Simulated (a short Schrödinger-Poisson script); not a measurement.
System: gated Al0.33Ga0.67N/GaN polarisation-induced gas, at 300 K.

```
layer       material  thickness (nm)  Na (cm⁻³)
-----  -------------  --------------  ---------
1      Al0.33Ga0.67N              10          -
2                GaN            6000       5e15
```

The device is made up for the run: typed textbook-type constants, with dimensions and the other settings drawn at random. Al0.33Ga0.67N: permittivity 9.3, conduction-band edge (eV) 0.462, gap (eV) 4.09, electron mass (mₑ) 0.24, Nv at 300 K (cm⁻³) 4.6e19. GaN: permittivity 9.5, conduction-band edge (eV) 0, gap (eV) 3.43, Nv at 300 K (cm⁻³) 4.6e19.

Channel valleys (confinement mass, in-plane density-of-states mass, number): Γ 0.2, 0.2, 1. At the gate the conduction-band edge of layer 1 lies 1.27 eV − eVg above the Fermi level of the channel; the field vanishes at the back. Sheet of polarisation charge: +1.6e13 e/cm² at 10 nm from the gate. The barrier under the gate holds no holes. Gaps are held at their typed values at every temperature. Mesh 0.08 nm at interfaces.

Solved with a short Schrödinger-Poisson script written for these runs: 1D Poisson equation in equilibrium, electrons quantum, Hartree (BenDaniel-Duke, 40 states a valley, the channel's in-plane mass for all, wave functions free to enter the barrier), parabolic valleys, classical holes, full ionisation, no traps, pinning or gate leakage.

The same stack at other levels of the model or other numerical settings:

```csv
run,sheet density of all electrons at Vg = 0.5 V (cm⁻²),sheet density of all electrons at Vg = -1.5 V (cm⁻²),capacitance at Vg = 0.5 V (μF/cm²),centroid of the channel electrons at Vg = 0.5 V (nm),rough cost against the base
base,1.20e13,2.89e12,0.757,1.82,about 1
"electrons treated as classical, Boltzmann",1.32e13,3.30e12,0.804,0.63,0.03
"electrons treated as classical, Fermi-Dirac",1.20e13,3.07e12,___,1.57,0.1
"electrons treated as quantum, Hartree plus LDA exchange-correlation",1.22e13,___,0.762,1.66,2
mesh six times as coarse,1.20e13,2.88e12,0.758,___,0.3
one subband a valley,1.19e13,2.87e12,0.751,1.43,0.4
```

**Question.** Fill in the missing entries.

**Answer.** 
- electrons treated as quantum, Hartree plus LDA exchange-correlation, sheet density of all electrons at Vg = -1.5 V (cm⁻²): 3.02e12
- electrons treated as classical, Fermi-Dirac, capacitance at Vg = 0.5 V (μF/cm²): 0.732
- mesh six times as coarse, centroid of the channel electrons at Vg = 0.5 V (nm): 1.75

The classical rows ignore confinement, and Boltzmann statistics overrate the density once the band edge passes the Fermi level.
